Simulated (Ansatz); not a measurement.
Polar-o HfO2 (model structure)

Calculation: LDA in Ansatz (plane waves, PAW).

Settings: plane-wave cutoff 500 eV, 6×6×6 k mesh, gaussian smearing 0.02 eV, scalar-relativistic PAW data made under PBE.

Cell (relaxed at this level):

```cif
data_Hf4O8
_chemical_formula_sum 'Hf4 O8'
_space_group_name_H-M_alt 'P 1'
_space_group_IT_number 1
_cell_length_a 4.97578
_cell_length_b 4.99614
_cell_length_c 5.18120
_cell_angle_alpha 90.000
_cell_angle_beta 90.000
_cell_angle_gamma 90.000
loop_
_space_group_symop_operation_xyz
  'x, y, z'
loop_
_atom_site_label
_atom_site_type_symbol
_atom_site_fract_x
_atom_site_fract_y
_atom_site_fract_z
_atom_site_occupancy
Hf1 Hf 0.26808 0.24648 0.03295 1
Hf2 Hf 0.73192 0.74648 0.96705 1
Hf3 Hf 0.73192 0.24648 0.53295 1
Hf4 Hf 0.26808 0.74648 0.46705 1
O1 O 0.07314 0.11082 0.36899 1
O2 O 0.92686 0.61082 0.63101 1
O3 O 0.92686 0.11082 0.86899 1
O4 O 0.07314 0.61082 0.13101 1
O5 O 0.54150 0.99869 0.23559 1
O6 O 0.45850 0.49869 0.76441 1
O7 O 0.45850 0.99869 0.73559 1
O8 O 0.54150 0.49869 0.26441 1
```

| Item | Value |
|---|---|
| band gap | 4.35 eV (on the SCF k mesh) |

Note: the relaxation could raise the start's symmetry but not lower it, so the cell can be a saddle point.

Spin–orbit coupling is not included.

Computed values are for the static lattice.

The result took around 6 core-minutes (rough).

A model structure was made by putting elements into a prototype or built by hand; it is no filed structure, need not be a known phase, and can be a saddle point held by its symmetry.

Ansatz is an electronic-structure program.
